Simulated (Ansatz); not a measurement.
Take SrO in the rock salt structure (space group Fm-3m, No. 225; a = 5.1602 Å) as the base. Axes: x, y, z lie along the cube axes.

Level of theory: r2SCAN in Ansatz (plane waves to 500 eV, PAW, no spin-orbit coupling), earlier PAW set.

For the base:

```
Item                            Result
-----------------------------  -------
Shortest interatomic distance  2.580 Å
```

Modification: a free-standing slab of 7 layers (14 atoms, 2 a layer) is cut normal to the z axis, with 15 Å of vacuum and the in-plane cell held at bulk.

Problem. How does this affect the shortest interatomic distance and excess energy per area of both faces?

Solution. The shortest interatomic distance drops by 0.091 Å (2.580 Å → 2.489 Å); the excess energy per area of both faces (slab less bulk energy over the cell's area: twice a surface energy) amounts to 1.25 J/m².

Slab and bulk use different k-meshes, which limits the precision of the excess energy. No phonon test of stability was made.

Ansatz is a program for electronic structure.
